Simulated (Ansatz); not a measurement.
A periodic model of amorphous Ti20O43Al2:

```xyz
65
Lattice="9.2045 -0.0931 0.3345 -0.0931 8.9968 0.1049 0.3345 0.1049 9.3581" Properties=species:S:1:pos:R:3 pbc="T T T"
Ti     8.7569     8.5105     8.9285
Ti     5.6243     1.7332     5.7245
Ti     1.6738     2.6286     3.8213
Ti     2.9152     3.8016     0.6747
Ti     5.8812     8.0091     7.9120
Ti     1.9681     0.3096     5.7418
Ti     3.8709     0.9353     2.6177
Ti     6.4681     8.2359     2.2509
Ti     6.4850     1.8743     0.2634
Ti     0.5618     8.7007     2.7345
Ti     1.5699     6.1410     4.5056
Ti     7.6494     7.6115     5.3628
Ti     0.6728     6.2760     0.9077
Ti     3.0181     6.7631     7.6156
Ti     0.9706     2.3139     7.7181
Ti     5.9230     5.1388     1.0982
Ti     8.9340     5.5027     7.4924
Ti     5.2571     4.6683     7.5453
Ti     7.4869     2.0907     3.6465
Ti     4.1673     1.3494     8.3840
O      5.4490     1.7813     3.9233
O      7.7075     8.5001     3.7113
O      7.2363     4.7820     7.0921
O      2.5102     2.3212     8.8774
O      4.7100     1.1500     0.9961
O      7.4319     3.8526     3.7737
O      3.8820     1.5711     6.6470
O      5.8362     8.5651     5.9113
O      6.0836     1.1206     7.8720
O      3.1995     8.1008     6.0047
O      2.3521     0.0246     2.1064
O      7.4535     1.7834     5.4705
O      8.5756     1.4753     8.8190
O      4.8016     6.4771     6.8064
O      0.6667     8.3459     4.7561
O      2.8602     1.2316     4.3136
O      1.3978     4.3572     4.2145
O      5.9876     6.0966     8.8784
O      4.8897     8.3046     3.2444
O      2.8508     2.6747     2.3025
O      8.9387     6.4007     9.1458
O      9.0206     8.2711     1.3634
O      1.2041     0.1403     7.5122
O      3.2983     6.2983     4.3154
O      4.1842     4.8172     1.5264
O      1.5005     6.2385     6.5628
O      7.8699     7.7977     7.2747
O      3.4260     5.0069     8.2006
O      2.3096     7.0535     9.3251
O      6.8775     3.5726     0.7812
O      6.8987     8.4663     9.5985
O      1.3000     4.5648     0.9993
O      7.0883     1.2035     1.9211
O      0.4115     4.0226     7.7225
O      4.1670     8.4111     8.4613
O      8.6038     5.9231     5.4627
O      1.2360     2.1737     5.8967
O      5.4516     3.7555     5.8966
O      6.2840     6.3870     4.7833
O      0.8236     6.7621     2.7611
O      5.0269     3.2104     8.7682
O      0.2437     1.7232     3.0655
O      6.7490     6.4334     2.0769
Al     4.6654     7.3139     5.0221
Al     7.0034     4.7873     5.2386
```

Method: PBE, scalar-relativistic without spin-orbit coupling (plane waves to 420 eV, PAW; Ansatz, an electronic-structure program).

It comes from a melt-quench run on a machine-learned potential (CHGNet), relaxed afterwards by DFT. O atoms were pushed apart under 1.9 Å during the dynamics, to hinder bonds among them. The hot cell started wider than the set density and was brought back towards it in steps. It is the lowest in DFT energy of 2 quenches. It is a model cell: composition and starting density were chosen by hand, and all elements were melted together. No dispersion term was used. Its density started from a set value of 3.56 and ended at 3.65 g/cm³. The simulated quench (nominally 240 K/ps over its main leg) is rapid and tends to freeze in more defects than a deposited or slowly cooled glass has. One small periodic cell is one sample of the glass; other quenches scatter about these values. Volume and shape were free in the relaxation. On a 2×2×2 Γ-centred mesh force components of up to 0.13 eV/Å stay, since the relaxation ran on the zone centre alone.

Cut-offs for bonds: Ti-Ti 3.12 Å, Ti-O 2.64 Å, Ti-Al 2.89 Å, O-O 1.58 Å, O-Al 2.24 Å, Al-Al 2.66 Å. Two cations that share two anions don't count as bonded, nor two that share one unless they lie closer than Ti-Ti 3.04 Å, Ti-Al 2.81 Å, Al-Al 2.59 Å.

Problem. Give the coordination numbers, mean bond lengths and angles.

Solution. 
The mean coordination of Ti by anions comes out as 5.80 (1 with 4, 4 with 5, 13 with 6, 2 with 7) and the mean coordination of O is 2.95 (11 with 2, 23 with 3, 9 with 4). The mean coordination of Al by anions is 5.50 (1 with 5, 1 with 6). The mean Ti-O bond is 2.001 Å (spread 0.173 Å, 116 counted), the mean O-Al bond is 1.912 Å (spread 0.076 Å, 11 counted) and the bond angle at Ti is mean 103.7°, spread 29.0°. The bond angle at O is mean 115.3°, spread 18.4° and the bond angle at Al comes out as mean 105.2°, spread 28.9°.

Problem. List the pairs of like atoms that count as bonded by the rules above.

Solution. There are none by these rules.
